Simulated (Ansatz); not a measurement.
Start from PbTe in the rock salt structure (space group Fm-3m, No. 225).

```yaml
crystal:
  lattice:
    - [0.00000, 3.18980, 3.18980]
    - [3.18980, 0.00000, 3.18980]
    - [3.18980, 3.18980, 0.00000]
  atoms:
    - { symbol: Te, position: [0.50000, 0.50000, 0.50000] }
    - { symbol: Pb, position: [0.00000, 0.00000, 0.00000] }
```

Calculations: plane-wave PAW DFT at the LDA level (Ansatz, a program for electronic structure, 420 eV), no SOC.

Before the change:

The electron mass is 0.24 mₑ along k, 0.095 mₑ across (at L) and the valley order is L along ⟨111⟩ 0.57 eV; a point along ⟨110⟩, about 0.6 Å⁻¹ from Γ 1.18 eV; a point along ⟨100⟩, about 0.4 Å⁻¹ from Γ 1.70 eV. The volume per atom comes out as 32.46 Å³ and the hole mass comes out as 0.33 mₑ along k, 0.065 mₑ across (at L).

It is then changed as follows: a hydrostatic pressure of 2.1 GPa.

Question: How does this affect the electron mass?

Answer: The electron mass changes from 0.24 mₑ along k, 0.095 mₑ across (at L) to 0.21 mₑ along k, 0.094 mₑ across (at L).

Question: Estimate the effect on the valley order.

Answer: The valley order (the lowest conduction-band minima on the path, energy above the VBM, named in the base's zone) goes from L along ⟨111⟩ 0.57 eV; a point along ⟨110⟩, about 0.6 Å⁻¹ from Γ 1.18 eV; a point along ⟨100⟩, about 0.4 Å⁻¹ from Γ 1.70 eV to L along ⟨111⟩ 0.48 eV; a point along ⟨110⟩, about 0.5 Å⁻¹ from Γ 1.13 eV; a point along ⟨100⟩, about 0.3 Å⁻¹ from Γ 1.66 eV.

Question: Predict the new volume per atom.

Answer: The volume per atom shrinks by 1.253 Å³ (32.46 Å³ → 31.20 Å³).

Question: How does this affect the hole mass?

Answer: The hole mass changes from 0.33 mₑ along k, 0.065 mₑ across (at L) to 0.27 mₑ along k, 0.055 mₑ across (at L).

With Pb and Te present, leaving out spin-orbit coupling can change the band edges. The levels and masses belong to the bands next to the band gap. Load acts through the strain it causes; cell and atoms are relaxed under it. Masses are band curvatures over ±0.01 Å⁻¹ around the edge. Along k means along the line from Γ to the band edge. Stability against distortions was not tested.
